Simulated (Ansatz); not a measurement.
**A computed series for ZrB2: response to strain**

The parent structure is ZrB$_{2}$ (space group P6/mmm, No. 191; a = 3.1714 Å, c = 3.5418 Å; relaxed with 0.1 eV smearing). Axes: x lies along a and z along c of the hexagonal cell.

Strains are applied to the cell and any free atomic positions relax.

All numbers come from Kohn–Sham DFT with the PBE functional, run in Ansatz (a quantum-chemistry and plane-wave program) with PAW and 420 eV plane waves, without spin-orbit coupling.

Notes on the quantities. pressure: mean of the normal stresses, compression positive; energy relative to the base: free energy F.

```tsv
case	pressure	energy relative to the base	volume per atom
base	0.0 GPa	0 meV/atom	10.28 Å³
uniaxial strain ε_zz = −3.00 %	7.4 GPa	+13 meV/atom	9.98 Å³
uniaxial strain ε_zz = −2.50 %	6.1 GPa	+9.1 meV/atom	10.03 Å³
uniaxial strain ε_zz = −1.00 %	2.3 GPa	+1.4 meV/atom	10.18 Å³
uniaxial strain ε_zz = −0.50 %	1.1 GPa	+0.3 meV/atom	10.23 Å³
uniaxial strain ε_zz = +0.50 %	-1.1 GPa	+0.3 meV/atom	10.34 Å³
uniaxial strain ε_zz = +1.00 %	?	+1.4 meV/atom	10.39 Å³
uniaxial strain ε_zz = +1.50 %	-3.2 GPa	+3.0 meV/atom	10.44 Å³
uniaxial strain ε_zz = +2.50 %	-5.2 GPa	+8.3 meV/atom	10.54 Å³
uniaxial strain ε_zz = +3.00 %	-6.1 GPa	+12 meV/atom	10.59 Å³
```

**Question.** Some entries are withheld; estimate them.

**Answer.** 
- uniaxial strain ε_zz = +1.00 %, pressure: -2.2 GPa

Whether these cells are dynamically stable was not tested. All final runs are without spin polarisation.
